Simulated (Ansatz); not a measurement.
SnO2: pressure series

Base system: SnO$_{2}$ in the rutile structure (space group P4_2/mnm, No. 136; a = 4.828 Å, c = 3.238 Å).

Cell and atoms are relaxed at each pressure.

Level of theory: PBE, PAW, 420 eV (Ansatz, a program for electronic structure; spin-orbit coupling left out).

| variant | band gap | lattice parameter a |
|---|---|---|
| base | 0.68 eV | 4.828 Å |
| pressure −2 GPa | … | … |
| pressure −1 GPa | 0.62 eV | 4.840 Å |
| pressure 0.9 GPa | 0.73 eV | 4.817 Å |
| pressure 2.1 GPa | 0.79 eV | 4.803 Å |
| pressure 4.5 GPa | 0.92 eV | 4.777 Å |
| pressure 9 GPa | 1.15 eV | 4.734 Å |
| pressure 15 GPa | 1.44 eV | 4.684 Å |
| pressure 22.5 GPa | 1.77 eV | 4.630 Å |
| pressure 30 GPa | 2.08 eV | 4.582 Å |

Problem. Fill in the withheld entries from the trend.

Solution. 
- pressure −2 GPa, band gap: 0.57 eV
- pressure −2 GPa, lattice parameter a: 4.853 Å

Load acts through the strain it causes; cell and atoms are relaxed under it. No phonon test of stability was made. Competing high-pressure phases were not computed.
